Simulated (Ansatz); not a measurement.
The (100) surface of fcc Pt, clean 1x1 (bottom of the slab: a bare face, its two planes held)

All values below come from PBE (plane waves to 420 eV, PAW; Ansatz, an electronic-structure program).

Slab: 6 atoms, 9.9 Å thick at the start (thin: gaps and levels are the slab's own); k 13x13x1, smearing 0.1 eV, dipole-corrected; 2 atoms held, the rest relaxed; start symmetry kept, larger cells not searched; no spin, no spin-orbit, no U.

```json
{
  "work_function_of_the_top_face": "5.66 eV",
  "energy_released_by_relaxation": "0.008 eV",
  "cost": "very roughly 100 core-seconds"
}
```
